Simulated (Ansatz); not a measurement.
Start from PbSe in the rock salt structure (space group Fm-3m, No. 225; a = 6.102 Å).

Structures relaxed with PBEsol in Ansatz (plane waves to 420 eV, PAW, spin-orbit coupling left out).

Base:

Simulated powder pattern, Cu Kα1, λ = 1.54056 Å (kinematic, ideal powder, no thermal factors, no anomalous dispersion; the 8 strongest lines at most, above 2 %, up to 2θ = 90°):

| 2θ (°) | I/Imax (%) | hkl |
|---|---|---|
| 25.26 | 36 | (111) |
| 29.25 | 100 | (200) |
| 41.84 | 77 | (220) |
| 49.50 | 19 | (311) |
| 51.87 | 28 | (222) |
| 60.66 | 13 | (400) |
| 68.75 | 36 | (420) |
| 76.41 | 27 | (422) |

Perturbation: full substitution Se → S; the structure is relaxed again.

Q: Predict the new powder pattern.

A: 
Simulated powder pattern, Cu Kα1, λ = 1.54056 Å (kinematic, ideal powder, no thermal factors, no anomalous dispersion; the 8 strongest lines at most, above 2 %, up to 2θ = 90°):

```json
[
 {"2θ (°)": "26.13", "I/Imax (%)": "97", "hkl": "(111)"},
 {"2θ (°)": "30.26", "I/Imax (%)": "100", "hkl": "(200)"},
 {"2θ (°)": "43.32", "I/Imax (%)": "75", "hkl": "(220)"},
 {"2θ (°)": "51.29", "I/Imax (%)": "51", "hkl": "(311)"},
 {"2θ (°)": "53.75", "I/Imax (%)": "27", "hkl": "(222)"},
 {"2θ (°)": "69.34", "I/Imax (%)": "21", "hkl": "(331)"},
 {"2θ (°)": "71.41", "I/Imax (%)": "35", "hkl": "(420)"},
 {"2θ (°)": "79.48", "I/Imax (%)": "27", "hkl": "(422)"}
]
```

The indices refer to each structure's own conventional cell; one index is shown for lines that coincide.

Stability against distortions was not tested.

Ansatz is an electronic-structure program.
